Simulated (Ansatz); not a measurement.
InP under load (space group Imm2), r2SCAN with spin-orbit coupling, rigid bands in Ansatz (a quantum-chemistry and plane-wave program). Condition of this run: uniaxial stress along [110] of -1 GPa (compression positive) (the target of the relaxation). Band gap 0.95 eV, N_c = 5.58e17 cm⁻³ and N_v = 1.32e19 cm⁻³ at 300 K, conductivity masses along x (a = (0.02, 2.97, 2.94) Å; b = (2.97, 0.02, 2.94) Å; c = (2.99, 2.99, 0.00) Å) of 0.0829 mₑ (electrons) and 0.547 mₑ (holes). Take k_BT = 0.02585 eV.

Find the intrinsic carrier density and the intrinsic Fermi level.

n_i = √(N_c N_v) exp(−E_g/2k_BT) = 2.71e18 × exp(−18.37) = 2.8e10 cm⁻³. The level lies (k_BT/2) ln(N_v/N_c) = 41 meV from mid-gap (positive towards the conduction band). Each 0.1 eV added to the gap lowers n_i by a factor of 6.9.

What thermal injection velocity √(2k_BT/πm) limits a ballistic channel along the direction named?

1.87e7 cm/s for electrons and 7.27e6 cm/s for holes, a ratio of √(m_h/m_e) = 2.57, for dilute carriers.

A film of it is 8 nm thick, with its normal along the direction named. Estimate the confinement energies in an infinite well.

ħ²π²/(2m t²) = 0.376 eV·nm²/(m/mₑ × t²) gives 70.9 meV for electrons and 10.7 meV for holes, so the gap would widen to about 1.03 eV. Finite barriers and nonparabolic bands lower this, and with several valleys or bands the heaviest mass along the normal sets the lowest level, not this average.

Rigid bands with the computed gap; masses take one relaxation time for all states.
